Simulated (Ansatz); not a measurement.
We consider L1₀ (CuAu-type) TiAl, described by PBE-D4 (PAW; Ansatz, a program for electronic structure).

Numerical settings: plane-wave cutoff 500 eV, 20×20×14 k mesh (along the axes of the cell as run), Fermi–Dirac smearing 0.1 eV, no spin polarisation, scalar-relativistic PAW data made under PBE.

Computed at the level's own relaxed cell.

**Question.** Give the computed equilibrium volume per atom, lattice parameter a and c axis length.

**Answer.** 
* **equilibrium volume per atom**: 15.85 Å³/atom
* **lattice parameter a**: 2.803 Å
* **c axis length**: 4.037 Å

Measured, for comparison: lattice constant a 2.826 Å (temperature not stated, no zero-point or thermal correction, P4/mmm two-atom cell, a_fct/√2; as tabulated in Zope and Mishin (2003), arXiv:cond-mat/0306298); lattice parameter c 4.077 Å (temperature not stated, no zero-point or thermal correction; as tabulated in Zope and Mishin (2003), arXiv:cond-mat/0306298). Computed (rounded) less measured: lattice constant a -0.8 %, lattice parameter c -1.0 %. A static lattice is as a rule a little smaller and stiffer than an uncorrected measurement, which narrows the difference in the lattice constant a, lattice parameter c and would widen misses of the other sign.

Static lattice: no zero-point or thermal effects.

Computing time: very roughly 70 core-seconds.
